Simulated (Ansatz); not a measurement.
Results of LDA in Ansatz (plane waves, PAW) for L1₂ (Cu3Au-type) Ni₃Si.

Settings: plane-wave cutoff 520 eV, 18×18×18 k mesh, Fermi–Dirac smearing 0.022 eV (set by the program), no spin polarisation, scalar-relativistic PAW data made under PBE.

Computed at the level's own relaxed cell.

Hill averages of the elastic tensor: K = 259.3 GPa, G = 122.7 GPa. Volume 10.071 Å³/atom, mean atomic mass 51.041 u.

### Question
Work out the density, the sound velocities of a polycrystal and the elastic Debye temperature, and Pugh's ratio at this level.

### Answer
ρ = 1.66054 × 51.041/10.071 = 8.416 g/cm³. v_l = √[(K + 4G/3)/ρ] = 7.089 km/s and v_t = √(G/ρ) = 3.818 km/s. The mean follows from 3/v_m³ = 1/v_l³ + 2/v_t³: v_m = 4.262 km/s. Θ_D = (ħ/k_B) v_m (6π²/V)^(1/3) = 76.38 K Å s/km × 4.262 × 1.8049 Å⁻¹ = 588 K, counting all atoms of the cell. K/G = 2.11, to be set beside Pugh's rough bound of 1.75 between brittle and ductile metals.

Ansatz is a program for electronic structure.
